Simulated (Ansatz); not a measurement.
**WS2: strain along the normal**

WS2 (2H layered, P6_3/mmc, 16.485 Å³/atom at rest, c along z) under an equal strain ε in the (0001) plane with the normal axis free, as in a coherent film. PBEsol-D3(BJ) in Ansatz, a plane-wave DFT program (PAW, default set), 420 eV, 12×12×3 Γ-centred mesh, Fermi-Dirac smearing 0.05 eV; ions are relaxed within the symmetry of each cell.

Here s stands for strain and y for normal strain.

```
strain (%)  normal strain (%)
----------  -----------------
-3.00                       ?
-1.20                    0.39
-0.60                    0.20
0.00                     0.00
0.60                    -0.19
1.20                    -0.38
```

**Question.** Fit y against s with a straight line, and predict the withheld value at s = -3.00.

**Answer.** Means: s 0, y 0.004. About the means, the sum of products is -1.1580 and the sum of squares of s is 3.6000; the slope is their ratio. Least squares gives y = 0.004 - 0.3217·s. Residuals (row less fit): 0.000, 0.003, -0.004, -0.001, 0.002; standard error 0.003 (degrees of freedom: 3). The slope, -0.32 ± 0.00, is the elastic response of the normal axis, −2C13/C33. At the withheld row, y = 0.004 - 0.3217 × (-3.0) = 0.969%. The calculation gives 1.02%, 0.051% above the prediction (3.6 % of the range of y in the table). The row lies outside the fitted rows, so this is an extrapolation. The fitted rows scatter only by rounding.

One order more, fitted to all 11 runs of the series, follows each within 0.01, so the miss is the next term of a smooth law. Rows are the converged runs of the series near zero and its far end; series whose fitted rows scatter by over a few per cent of the range, as at a crossing or softening among them, aren't shown in this form. Most that stay on the fit to the last digits aren't either.
